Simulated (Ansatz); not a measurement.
## TiAl, response to strain

Base system: TiAl (space group P4/mmm, No. 123; relaxed with 0.1 eV smearing).

Space group P4/mmm (No. 123); a = b = 2.7963 Å, c = 4.0381 Å, α = β = γ = 90.00°

```csv
atom,site,symmetry,x,y,z
Ti,1a,4/mmm,0.0000,0.0000,0.0000
Al,1d,4/mmm,0.5000,0.5000,0.5000
```

Strains are applied to the cell and any free atomic positions relax.

All numbers come from Ansatz (a quantum-chemistry and plane-wave program), PBEsol, PAW, cutoff 420 eV, no spin-orbit coupling.

Candidates:
(a) isotropic strain −0.50 %
(b) isotropic strain −3.00 %
(c) isotropic strain +2.00 %
(d) isotropic strain −2.00 %

Notes on the quantities. energy relative to the base: free energy F.

Problem. Order them by energy relative to the base, lowest first.

Solution. (a) isotropic strain −0.50 % (+1.4 meV/atom), (c) isotropic strain +2.00 % (+20 meV/atom), (d) isotropic strain −2.00 % (+23 meV/atom), (b) isotropic strain −3.00 % (+52 meV/atom)

Stability against distortions was not tested. The final runs are not spin-polarised.
